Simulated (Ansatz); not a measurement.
# Ta2N (model structure, started from the Ni2In type, P6₃/mmc, No. 194, 6 atoms in the cell): properties by level of theory

```
level (code)         equilibrium lattice constant a (Å)  lattice parameter c (Å)
-------------------  ----------------------------------  -----------------------
PBE (Ansatz)                                      4.559                    4.786
PBEsol (Ansatz)                                   4.470                    4.768
PBE-D3(BJ) (Ansatz)                               4.455                    4.827
```

Ansatz's density-functional and Hartree–Fock values are scalar-relativistic unless marked +SOC, with PAW data made under PBE.

Computed values are for the static lattice.

A model structure was made by putting elements into a prototype or built by hand; it is no filed structure, need not be a known phase, and can be a saddle point held by its symmetry.

Ansatz is an electronic-structure program.
